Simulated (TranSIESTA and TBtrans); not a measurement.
Junction: Cu chain with one bond stretched by 2.0 Å. Leads: straight Cu chain, spacing 2.438 Å. Geometry: as built, not relaxed. Transport runs along z; the first 6 and the last 6 of the 20 atoms are the lead cells, repeated to infinity.

```xyz
20
Lattice="9.000 0.000 0.000 0.000 9.000 0.000 0.000 0.000 50.760" Properties=species:S:1:pos:R:3 pbc="F F T"
Cu     4.500     4.500     0.000
Cu     4.500     4.500     2.438
Cu     4.500     4.500     4.876
Cu     4.500     4.500     7.314
Cu     4.500     4.500     9.752
Cu     4.500     4.500    12.190
Cu     4.500     4.500    14.628
Cu     4.500     4.500    17.066
Cu     4.500     4.500    19.504
Cu     4.500     4.500    21.942
Cu     4.500     4.500    26.380
Cu     4.500     4.500    28.818
Cu     4.500     4.500    31.256
Cu     4.500     4.500    33.694
Cu     4.500     4.500    36.132
Cu     4.500     4.500    38.570
Cu     4.500     4.500    41.008
Cu     4.500     4.500    43.446
Cu     4.500     4.500    45.884
Cu     4.500     4.500    48.322
```

Run with TranSIESTA and TBtrans (open boundaries, self-consistent; PseudoDojo norm-conserving potentials, scalar-relativistic): PAO.BasisSize DZP, PAO.EnergyShift 0.15 eV, XC.Authors PBE, Mesh.Cutoff 200 Ry, ElectronicTemperature 300 K, TS.Voltage 0.0 eV, TBT.Elecs.Eta 0.001 eV, no spin polarisation.

Energies count from the leads' Fermi level. Transmissions are for one spin of a degenerate pair. The energy step is 0.01 eV; narrower resonances are cut or missed.

```tsv
E (eV)	T
-0.20	0.225
-0.15	0.278
-0.10	0.312
-0.05	0.205
0.00	0.206
0.05	0.211
0.10	0.215
0.15	0.217
0.20	0.218
```

### Question
Give the zero-bias conductance in μS and the resistance at 300 K.

### Answer
At the Fermi level T = 0.206. Averaged with −∂f/∂E over the full grid (kT = 25.9 meV) it is 0.209. With G0 = 2e²/h = 77.48 μS, G = 16.2 μS and R = 1/G = 61.7 kΩ.

### Question
The eigenchannels at the Fermi level transmit 0.206. What Fano factor of the shot noise follows at low temperature and bias?

### Answer
F = Σ τ(1 − τ)/Σ τ = 0.164/0.206 = 0.79.

The leads' channel count changes near -0.03 eV, within the thermal window, so values at the Fermi level hang on where that band edge falls. The straight chain is held at its spacing; free chains may zigzag or dimerise. No spin-polarised start was tried, so a magnetic state, if there is one, is missed.
